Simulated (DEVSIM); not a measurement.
Device: abrupt In0.53Ga0.47As p-n junction, at 250 K.

```
layer (left to right)        material  thickness (μm)  Nd (cm⁻³)  Na (cm⁻³)  τn (s)  τp (s)
---------------------  --------------  --------------  ---------  ---------  ------  ------
1                      In0.53Ga0.47As            1.50          -     1.9e16  1.5e-8  1.5e-8
2                      In0.53Ga0.47As            3.90       3e16          -  1.5e-8  1.5e-8
```

Left contact: ohmic. Right contact: ohmic. Voltage is applied to the left contact. Recombination: SRH at mid-gap, Auger. Mobility is constant in doping.

The device is made up for the run: typed textbook-type constants, with dimensions and the other settings drawn at random. Values at 300 K; Nc and Nv go as T^1.5, mobilities as T to minus their exponent, the gap by Varshni's rule with the affinity fixed.

| parameter | In0.53Ga0.47As |
|---|---|
| gap (eV) | 0.74 |
| affinity (eV) | 4.51 |
| permittivity | 13.9 |
| Nc (cm⁻³) | 2.1e17 |
| Nv (cm⁻³) | 7.7e18 |
| μn (cm²/Vs) | 12000 |
| μp (cm²/Vs) | 300 |
| T exponent of μn | 1.6 |
| T exponent of μp | 1.6 |
| Cn (cm⁶/s) | 5e-29 |
| Cp (cm⁶/s) | 5e-29 |
| Varshni α (eV/K) | 0.00035 |
| Varshni β (K) | 190 |

Simulated with DEVSIM: 1D drift-diffusion, Boltzmann statistics, complete ionisation; no tunnelling, impact ionisation, image-force lowering or self-heating.

Question: Give the dark forward current.

Answer: 
| V (V) | J (A/cm²) |
|---|---|
| 0.05 | 7.2e-7 |
| 0.10 | 3.8e-6 |
| 0.15 | 2.2e-5 |
| 0.20 | 0.00016 |
| 0.25 | 0.0015 |
| 0.30 | 0.014 |
| 0.35 | 0.14 |
| 0.40 | 1.4 |
| 0.45 | 14 |
| 0.50 | 130 |
| 0.55 | 1000 |
| 0.60 | 4200 |
